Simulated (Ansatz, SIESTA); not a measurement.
## Code comparison for BaP2Os2 (I4/mmm, 5 atoms in the cell)

Self-consistent single point.

```xyz
5
Lattice="-2.0295 2.0295 6.1635 2.0295 -2.0295 6.1635 2.0295 2.0295 -6.1635" Properties=species:S:1:pos:R:3 pbc="T T T"
Ba     0.0000     0.0000     0.0000
P      0.0000     0.0000     8.0999
P      0.0000     0.0000     4.2272
Os     2.0295     0.0000     3.0818
Os     0.0000     2.0295     3.0818
```

Shared settings, as Ansatz (a program for electronic structure) writes them: kpoints.mp_grid.grid = 7 7 7; magnetization.spin_orbit = true; scf.occupations.method = fermi_dirac; scf.occupations.width = 0.0037 Ry. Potentials and cutoffs stand in the table.

| code | model | pressure (GPa) | largest force (eV/Å) | cutoff |
|---|---|---|---|---|
| Ansatz | PBEsol with spin-orbit coupling, PAW files made with PBE | -3.01 | 0.281 | default |
| SIESTA | GGA PBEsol with spin-orbit coupling, numerical atomic orbitals DZP, PseudoDojo PBEsol fully relativistic norm-conserving potentials (rewritten from UPF to PSML) | – | 1.061 | grid 350 Ry |

A dash marks a value that a program does not give, or that is left out as unsure.

The spread over the programs that give each value: largest force within 0.780 eV/Å.

SIESTA uses small atom-centred bases, whose incompleteness enters pressures, forces and empty levels differently from a plane-wave cutoff.

The starting cell comes from a database of computed structures (which also holds hypothetical and non-ambient phases and stackings), without a prior relaxation at this level.

Keys are those of Ansatz 0.2.
